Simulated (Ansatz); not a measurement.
**Response to strain in GaP**

Consider GaP in the zinc blende structure (space group F-43m, No. 216).

```yaml
crystal:
  lattice:
    - [0.00000, 2.69570, 2.69570]
    - [2.69570, 0.00000, 2.69570]
    - [2.69570, 2.69570, 0.00000]
  atoms:
    - { symbol: Ga, position: [0.00000, 0.00000, 0.00000] }
    - { symbol: P, position: [0.25000, 0.25000, 0.25000] }
```

Strains are applied to the cell and any free atomic positions relax.

Level of theory: LDA (Ansatz, a quantum-chemistry and plane-wave program, PAW, spin-orbit coupling left out).

Computed cases, in order: isotropic strain −3.00 %; isotropic strain −2.50 %; isotropic strain −2.00 %; isotropic strain −1.50 %; isotropic strain −1.00 %; isotropic strain −0.50 %; the unstrained base; isotropic strain +0.50 %; isotropic strain +1.00 %; isotropic strain +1.50 %; isotropic strain +2.00 %; isotropic strain +2.50 %; isotropic strain +3.00 %.

**Question.** Between which two neighbouring cases does the gap turn between direct and indirect?

**Answer.** Between isotropic strain +1.50 % (1.46 eV, indirect, Γ → L) and isotropic strain +2.00 % (1.39 eV, direct at Γ). The whole series: isotropic strain −3.00 %: 1.20 eV, indirect, Γ → Γ–X (88 % along); isotropic strain −2.50 %: 1.23 eV, indirect, Γ → Γ–X (88 % along); isotropic strain −2.00 %: 1.27 eV, indirect, Γ → Γ–X (87 % along); isotropic strain −1.50 %: 1.30 eV, indirect, Γ → Γ–X (87 % along); isotropic strain −1.00 %: 1.33 eV, indirect, Γ → Γ–X (87 % along); isotropic strain −0.50 %: 1.36 eV, indirect, Γ → Γ–X (87 % along); the unstrained base: 1.38 eV, indirect, Γ → Γ–X (87 % along); isotropic strain +0.50 %: 1.41 eV, indirect, Γ → Γ–X (87 % along); isotropic strain +1.00 %: 1.44 eV, indirect, Γ → Γ–X (87 % along); isotropic strain +1.50 %: 1.46 eV, indirect, Γ → L; isotropic strain +2.00 %: 1.39 eV, direct at Γ; isotropic strain +2.50 %: 1.27 eV, direct at Γ; isotropic strain +3.00 %: 1.15 eV, direct at Γ.

Stability against distortions was not tested.
